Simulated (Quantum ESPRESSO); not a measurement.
Checking a run of Quantum ESPRESSO on La3Zn (I4/mmm, 4 atoms in the cell). The aim is a self-consistent single point with DFT, PBEsol, plane waves, GBRV 1.5 ultrasoft (PBESOL) pseudopotentials.

Cell that was meant: a = 6.2774 Å, b = 6.2774 Å, c = 6.2774 Å, α = 133.27°, β = 133.27°, γ = 68.23°.

Part of the input:

```fortran
  ecutrho = 250
  occupations = 'smearing'
  smearing = 'methfessel-paxton'
  degauss = 0.2
/
&ELECTRONS
  conv_thr = 1.0e-11
```

The program printed (abridged):

```
     Message from routine setup:
     using ibrav=0 with symmetry is DISCOURAGED, use correct ibrav instead
     G-vector sticks info
   [... lines left out ...]
        k(    2) = (   0.2101257   0.2101257   0.0000000), wk =   0.0370370
        k(    3) = (   0.4202514   0.4202514   0.0000000), wk =   0.0370370
   [... 27 lines left out ...]

     Dense  grid:    58005 G-vectors     FFT dimensions: (  60,  60,  60)

     Smooth grid:    41493 G-vectors     FFT dimensions: (  54,  54,  54)

     Initial potential from superposition of free atoms

     starting charge      52.9117, renormalised to      53.0000

     negative rho (up, down):  2.242E-01 0.000E+00
     Self-consistent Calculation

     iteration #  1     ecut=    50.00 Ry     beta= 0.70

     Threshold (ethr) on eigenvalues was too large:
     Diagonalizing with lowered threshold

     negative rho (up, down):  1.286E-01 0.000E+00

     total energy              =    -767.79715404 Ry
     estimated scf accuracy    <       0.24819125 Ry

     iteration #  2     ecut=    50.00 Ry     beta= 0.70

     negative rho (up, down):  1.352E-01 0.000E+00

     total energy              =    -767.83494055 Ry
     estimated scf accuracy    <       0.49803837 Ry

   [... lines left out ...]
     c_bands:  1 eigenvalues not converged
     c_bands:  1 eigenvalues not converged
     c_bands:  1 eigenvalues not converged

     negative rho (up, down):  1.325E-01 0.000E+00

     total energy              =    -767.93631210 Ry
     estimated scf accuracy    <          1.2E-11 Ry

     iteration # 14     ecut=    50.00 Ry     beta= 0.70
     c_bands:  1 eigenvalues not converged
     c_bands:  1 eigenvalues not converged
     c_bands:  1 eigenvalues not converged
     c_bands:  1 eigenvalues not converged

     negative rho (up, down):  1.325E-01 0.000E+00
     End of self-consistent calculation

     the Fermi energy is    10.9872 ev

!    total energy              =    -767.93631210 Ry
     estimated scf accuracy    <          2.3E-12 Ry
     smearing contrib. (-TS)   =      -0.31713322 Ry
     internal energy E=F+TS    =    -767.61917888 Ry

     convergence has been achieved in  14 iterations

     negative rho (up, down):  1.325E-01 0.000E+00

     Forces acting on atoms (cartesian axes, Ry/au):

     atom    1 type  1   force =     0.00000000    0.00000000    0.00000000
   [... zero for the other atoms too ...]

     Total force =     0.000000     Total SCF correction =     0.000000

     negative rho (up, down):  1.325E-01 0.000E+00
          total   stress  (Ry/bohr**3)                   (kbar)     P=       -8.56
  -0.00006082  -0.00000000  -0.00000000           -8.95       -0.00       -0.00
  -0.00000000  -0.00006082  -0.00000000           -0.00       -8.95       -0.00
  -0.00000000  -0.00000000  -0.00005287           -0.00       -0.00       -7.78

   JOB DONE.
```

Q: Is anything amiss in this input, and did it matter?

A: The run is not sound. The fault is an energy in the wrong unit. A bare number is read in the key's own unit, and eV, Ry (13.6 eV) and Ha (27.2 eV) lie far apart, so the setting ends up far from the one that was meant. To fix it, convert the value to the unit that the key expects. The run converged in 14 iterations without an error; against the sound input the free energy goes down by 421 meV/atom and the pressure goes from -4.19 to -0.86 GPa.

The sound input it was made from differs as follows (other fixes are possible):
```diff
-  degauss = 0.2
+  degauss = 0.0147
```

With that input, the run converged in 17 iterations: free energy E − TS -10446.6233 eV; Fermi level (on the code's own zero) 10.94 eV; pressure -4.19 GPa (DFT, PBEsol, plane waves, GBRV 1.5 ultrasoft (PBESOL) pseudopotentials).

On the sound input: the starting cell comes from a database of computed structures (which also holds hypothetical and non-ambient phases and stackings), without a prior relaxation at this level. Its lattice was rescaled by a random factor within 2.5 % of one. With a pressure of about -4 GPa the cell is away from its equilibrium volume at this level.
